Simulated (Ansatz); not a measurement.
We consider CsCl-type YCu (cell taken from a computed entry), described by PBEsol (Ansatz, a quantum-chemistry and plane-wave program, PAW).

Settings: plane-wave cutoff 500 eV, 16×16×16 k mesh, Fermi–Dirac smearing 0.1 eV, no spin polarisation, scalar-relativistic PAW data made under PBE.

Computed at the level's own relaxed cell.

Task: Give the computed volume per atom and lattice parameter a.

Result: 
- volume per atom = 20.09 Å³/atom
- lattice parameter a = 3.425 Å

The run finds no gap.

Note: the relaxation could not lower the start's symmetry, so the cell can be a saddle point above a distorted one.

Static lattice: no zero-point or thermal effects.

The result took around 60 core-seconds (rough).
